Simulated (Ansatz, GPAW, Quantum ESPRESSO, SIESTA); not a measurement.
**One structure in several programs: YSb (Fm-3m, 2 atoms in the cell)**

Self-consistent single point.

```yaml
crystal:
  lattice:
    - [0.00000, 3.10579, 3.10579]
    - [3.10579, 0.00000, 3.10579]
    - [3.10579, 3.10579, 0.00000]
  atoms:
    - { symbol: Y, position: [0.50000, 0.50000, 0.50000] }
    - { symbol: Sb, position: [0.00000, 0.00000, 0.00000] }
```

Shared settings, as Ansatz (a first-principles code) writes them: kpoints.mp_grid.grid = 12 12 12; scf.occupations.method = fermi_dirac; scf.occupations.width = 0.1 eV. Potentials and cutoffs stand in the table.

| code | model | pressure (GPa) | cutoff |
|---|---|---|---|
| GPAW | PBEsol, GPAW PAW datasets PBEsol (made by gpaw-setup) | -2.95 | 600 eV |
| SIESTA | GGA PBEsol, numerical atomic orbitals DZP, PseudoDojo PBEsol standard norm-conserving potentials (rewritten from UPF to PSML) | -3.38 | grid 350 Ry |
| Ansatz | PBEsol, PAW files made with PBE | -2.76 | 420 eV |
| Quantum ESPRESSO | PBEsol, SSSP 1.1.2 efficiency (PBE) pseudopotentials | -2.76 | 40 Ry |

On Ansatz's run: spin-orbit coupling is off.

The spread over the programs that give each value: pressure within 0.62 GPa.

SIESTA uses small atom-centred bases, whose incompleteness enters pressures, forces and empty levels differently from a plane-wave cutoff. Ansatz's pressure is given at a fixed set of plane waves, as the other plane-wave codes print theirs.

The starting cell comes from a database of computed structures (which also holds hypothetical and non-ambient phases and stackings), without a prior relaxation at this level.

Left out of this page: Elk and FLEUR (not drawn, or without a comparable value).

Keys are those of Ansatz 0.2.
